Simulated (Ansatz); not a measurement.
**Response to strain in SiO2**

The reference is SiO2 in the rutile structure (space group P4_2/mnm, No. 136; a = 4.1945 Å, c = 2.6785 Å). Axes: x, y, z lie along a, b, c of the conventional cell.

Strains are applied to the cell and any free atomic positions relax.

Method: PBEsol (Ansatz, a program for electronic structure; PAW; 420 eV plane waves; no spin-orbit coupling).

Notes on the quantities. energy relative to the base: free energy F; pressure: mean of the normal stresses, compression positive.

```json
[
 {"variant": "base", "shortest interatomic distance": "1.766 Å", "energy relative to the base": "0 meV/atom", "band gap": "5.35 eV", "pressure": "0.00 GPa", "width of the top valence band": "2.67 eV"},
 {"variant": "uniaxial strain ε_zz = +0.60 %", "shortest interatomic distance": "1.772 Å", "energy relative to the base": "+0.6 meV/atom", "band gap": "5.23 eV", "pressure": "-2.14 GPa", "width of the top valence band": "2.65 eV"},
 {"variant": "uniaxial strain ε_zz = +1.20 %", "shortest interatomic distance": "1.778 Å", "energy relative to the base": "+2.4 meV/atom", "band gap": "5.10 eV", "pressure": "-4.20 GPa", "width of the top valence band": "2.63 eV"},
 {"variant": "uniaxial strain ε_zz = +1.80 %", "shortest interatomic distance": "…", "energy relative to the base": "+5.4 meV/atom", "band gap": "4.97 eV", "pressure": "-6.18 GPa", "width of the top valence band": "2.60 eV"},
 {"variant": "uniaxial strain ε_zz = +2.40 %", "shortest interatomic distance": "1.790 Å", "energy relative to the base": "+9.5 meV/atom", "band gap": "4.85 eV", "pressure": "-8.09 GPa", "width of the top valence band": "2.58 eV"},
 {"variant": "uniaxial strain ε_zz = +3.00 %", "shortest interatomic distance": "1.797 Å", "energy relative to the base": "+15 meV/atom", "band gap": "4.72 eV", "pressure": "…", "width of the top valence band": "2.55 eV"}
]
```

Task: Complete the table.

Result: 
- uniaxial strain ε_zz = +1.80 %, shortest interatomic distance: 1.784 Å
- uniaxial strain ε_zz = +3.00 %, pressure: -9.95 GPa

Stability against distortions was not tested.
